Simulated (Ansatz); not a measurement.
The starting structures come from a database of crystals and need not be the phases stable at ambient conditions.

 Where the default PAW files enter, the runs use the earlier of Ansatz's two default sets.

The decay constant κ of evanescent states in the gap governs leakage through a thin film.

Data:

```
K2MgH4
1.0
    3.97065     0.00000     0.00000
    0.00000     3.97065     0.00000
    1.98533    -1.98533     6.67203
K Mg H
2 1 4
Cartesian
  1.98533   1.98533   1.93828
  3.97065   0.00000   4.73375
  0.00000   0.00000   0.00000
  0.00000   1.98533   0.00000
  1.98533   0.00000   0.00000
  1.98533   1.98533   4.67742
  3.97065   0.00000   1.99461
```

Space group of this cell: I4/mmm. The cell was relaxed by PBE-D3(BJ); by r2SCAN its mean pressure is 0.9 GPa.

Transport runs along the normal of the first two printed cell vectors, the (001) plane of the conventional cell.

No gap correction and no spin-orbit coupling; mid-gap values are interpolated between computed energies.

Q: Give the band gap and the smallest decay constant κ at mid-gap that r2SCAN (Ansatz, a first-principles code) yields.

A: Gap 4.17 eV on a 8×8×8 mesh; κ = 0.442 1/Å, at (0.500, 0.000) of the in-plane reciprocal vectors. At the zone centre, at the nearest computed energy, the slowest state has κ = 0.54 1/Å.
